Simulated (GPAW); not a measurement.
Worked example: self-consistent single point of InSe (C2/m, 4 atoms in the cell) in GPAW

Level of theory: PBEsol, GPAW PAW datasets PBEsol (made by gpaw-setup) (plane waves; GPAW 25.7.0).

Input as run:

```python
from ase import Atoms
from ase.units import GPa
from gpaw import GPAW, PW, FermiDirac

atoms = Atoms(['In', 'In', 'Se', 'Se'],
              cell=[[5.826395, -2.054650, 0.000000],
                    [5.826395, 2.054650, 0.000000],
                    [-1.723232, 0.000000, 4.771352]],
              scaled_positions=[[0.111800, 0.111800, 0.953160],
                                [0.888200, 0.888200, 0.046840],
                                [0.339070, 0.339070, 0.331040],
                                [0.660930, 0.660930, 0.668960]],
              pbc=True)

calc = GPAW(mode=PW(550),
            xc='PBEsol',
            kpts={'size': (5, 5, 4), 'gamma': True},
            occupations=FermiDirac(0.0),
            nbands=-6,
            convergence={'bands': -4},
            symmetry={'symmorphic': False, 'tolerance': 0.0005},
            maxiter=120,
            txt='-')

atoms.calc = calc

energy = atoms.get_potential_energy()
print('Energy (eV):', round(energy, 6))
forces = atoms.get_forces()
print('Forces (eV/Ang):')
print(forces.round(5))
stress = atoms.get_stress()
print('Stress (GPa, Voigt):', (stress / GPa).round(4))
```

Output (repeated stretches shortened):

```
Input parameters:
  convergence: {bands: -4}
  kpts: {gamma: True,
         size: (5, 5, 4)}
  maxiter: 120
  mode: {ecut: 550.0,
         name: pw}
  nbands: -6
  occupations: {fixmagmom: False,
                name: fermi-dirac,
                width: 0.0}
  symmetry: {symmorphic: False,
             tolerance: 0.0005}
  xc: PBEsol

species:
  In:
    name: Indium
    Z: 49.0
    valence: 13
    core: 36
    charge: 0.0
    file: In.PBEsol.gz

    # Using partial waves for In as LCAO basis

  Se:
    name: Selenium
    Z: 34.0
    valence: 6
    core: 28
    charge: 0.0
    file: Se.PBEsol.gz

    # Using partial waves for Se as LCAO basis

Reference energy: -451921.881656  # eV

Spin-paired calculation

Convergence criteria:
 Maximum [total energy] change in last 3 cyles: 0.0005 eV / valence electron
 Maximum integral of absolute [dens]ity change: 0.0001 electrons / valence electron
 Maximum integral of absolute [eigenst]ate change: 4e-08 eV^2 / valence electron
 Maximum number of scf [iter]ations: 120

Symmetries present (total): 4
Symmetries with fractional translations: 0
100 k-points: 5 x 5 x 4 Monkhorst-Pack grid + [0.000000,0.000000,1/8]
33 k-points in the irreducible part of the Brillouin zone
       k-points in crystal coordinates                weights
   0:     0.00000000    0.00000000    0.00000000          1/100
   1:     0.00000000    0.00000000    0.25000000          2/100
   2:     0.00000000    0.00000000    0.50000000          1/100
   [... 7 lines left out ...]
          ...
  32:     0.40000000    0.40000000    0.50000000          2/100

Wave functions: Plane wave expansion
  Cutoff energy: 550.000 eV
  Number of coefficients (min, max): 3320, 3361
  Pulay-stress correction: 0.000000 eV/Ang^3 (de/decut=0.000000)

Occupation numbers: # Zero width

Eigensolver

Densities:
  Coarse grid: 35*35*28 grid
  Fine grid: 70*70*56 grid
  Total Charge: 0.000000

Density mixing:
  Method: separate
  Backend: pulay
  Linear mixing parameter: 0.05
  old densities: 5
  Damping of long wavelength oscillations: 50

Hamiltonian:
  XC and Coulomb potentials evaluated on a 70*70*56 grid
  External potential:
    NoExternalPotential

XC parameters: PBEsol with 2 nearest neighbor stencil

Number of atoms: 4
Number of atomic orbitals: 26
Number of bands in calculation: 25
Number of valence electrons: 38
Bands to converge: 21

Density initialized from atomic densities
  25 bands from LCAO basis set

Atomic positions and initial magnetic moments

Positions:
   0 In    -0.339734   -0.000000    4.547862    ( 0.0000,  0.0000,  0.0000)
   1 In    10.269292   -0.000000    0.223490    ( 0.0000,  0.0000,  0.0000)
   2 Se     3.380653    0.000000    1.579508    ( 0.0000,  0.0000,  0.0000)
   3 Se     6.548905   -0.000000    3.191844    ( 0.0000,  0.0000,  0.0000)

Unit cell:
           periodic     x           y           z      points  spacing
  1. axis:    yes    5.826395   -2.054650    0.000000    35     0.1099
  2. axis:    yes    5.826395    2.054650    0.000000    35     0.1099
  3. axis:    yes   -1.723232    0.000000    4.771352    28     0.1704

  Lengths:   6.178063   6.178063   5.073000
  Angles:  108.684170 108.684170  38.849903

Effective grid spacing dv^(1/3) = 0.1493

     iter     time        total  log10-change:
                         energy   eigst   dens
iter:   1 --:--:--   -16.330725   +0.02
iter:   2 --:--:--   -16.250697   -1.27  -1.24
iter:   3 --:--:--   -15.960159   -1.62  -1.28
iter:   4 --:--:--   -15.968853   -2.31  -1.56
iter:   5 --:--:--   -15.940426   -2.26  -1.69
iter:   6 --:--:--   -15.934789   -3.20  -2.27
iter:   7 --:--:--   -15.932117c  -3.37  -2.42
iter:   8 --:--:--   -15.931278c  -4.10  -2.66
iter:   9 --:--:--   -15.931128c  -5.16  -3.12
iter:  10 --:--:--   -15.931118c  -4.98  -3.22
iter:  11 --:--:--   -15.931113c  -5.86  -3.58
iter:  12 --:--:--   -15.931113c  -6.70  -3.65
iter:  13 --:--:--   -15.931114c  -7.24  -3.69
iter:  14 --:--:--   -15.931110c  -6.13  -3.73
iter:  15 --:--:--   -15.931110c  -6.94  -4.00
iter:  16 --:--:--   -15.931109c  -7.44c -4.04c

Converged after 16 iterations.

Dipole moment: (-0.000000, -0.000000, -0.000000) |e|*Ang

Energy contributions relative to reference atoms: (reference = -451921.881656)

Kinetic:        +36.267553
Potential:      -34.734556
External:        +0.000000
XC:             -17.711243
Entropy (-ST):   +0.000000
Local:           +0.247138
SIC:             +0.000000
--------------------------
Free energy:    -15.931109
Extrapolated:   -15.931109

Showing only first 2 kpts
 Kpt  Band  Eigenvalues  Occupancy
  0    17      3.05085    2.00000
  0    18      3.26809    2.00000
  0    19      7.06537    0.00000
  0    20      7.34826    0.00000

  1    17      3.32049    2.00000
  1    18      3.76467    2.00000
  1    19      6.08315    0.00000
  1    20      6.41573    0.00000

Fermi level: 4.94544

Gap: 1.052 eV
Transition (v -> c):
  (s=0, k=29, n=18, [0.40, 0.40, -0.25]) -> (s=0, k=2, n=19, [0.00, 0.00, 0.50])
Direct/indirect transitions are different
Direct gap: 1.244 eV
Transition at: (s=0, k=29, n=18, [0.40, 0.40, -0.25])
Energy (eV): -15.931109

Forces in eV/Ang:
  0 In    0.01660    0.00000    0.01113
  1 In   -0.01660    0.00000   -0.01113
  2 Se   -0.01278    0.00000    0.02616
  3 Se    0.01278    0.00000   -0.02616

Stress tensor:
     0.011613     0.000000    -0.000092
     0.000000     0.008450     0.000000
    -0.000092     0.000000     0.007618
Stress (GPa, Voigt): [ 1.8606  1.3539  1.2206  0.     -0.0147  0.    ]
```

The run converged in 16 iterations. GPAW prints stress with tension positive.

The starting cell comes from a database of computed structures (which also holds hypothetical and non-ambient phases and stackings), without a prior relaxation at this level.

Cost on one core of a shared machine: roughly 40 s.
